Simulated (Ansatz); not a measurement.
```cif
data_Zr2
_chemical_formula_sum 'Zr2'
_space_group_name_H-M_alt 'P 1'
_space_group_IT_number 1
_cell_length_a 3.19036
_cell_length_b 3.19036
_cell_length_c 5.09820
_cell_angle_alpha 90.000
_cell_angle_beta 90.000
_cell_angle_gamma 120.000
loop_
_space_group_symop_operation_xyz
  'x, y, z'
loop_
_atom_site_label
_atom_site_type_symbol
_atom_site_fract_x
_atom_site_fract_y
_atom_site_fract_z
_atom_site_occupancy
Zr1 Zr 0.33333 0.66667 0.75000 1
Zr2 Zr 0.66667 0.33333 0.25000 1
```

Another polymorph of this substance is known too; which is more stable was not tested here. This is the lattice part alone, without phonon-electron scattering, which would lower it where carriers are present.

### Question
Estimate the lattice thermal conductivity at 800 K from the phonon Boltzmann equation with three-phonon and isotope scattering, PBEsol in Ansatz (third-order constants from a 36-atom supercell out to 4.8 Å, harmonic mesh 6×6×4, k mesh 12×12×8, scattering mesh 19×19×11).

### Answer
κ in the basal plane = 5.1 W/(m K); κ along c = 4.1 W/(m K). The result is for a perfect infinite crystal and omits four-phonon processes.

Ansatz is an electronic-structure program.
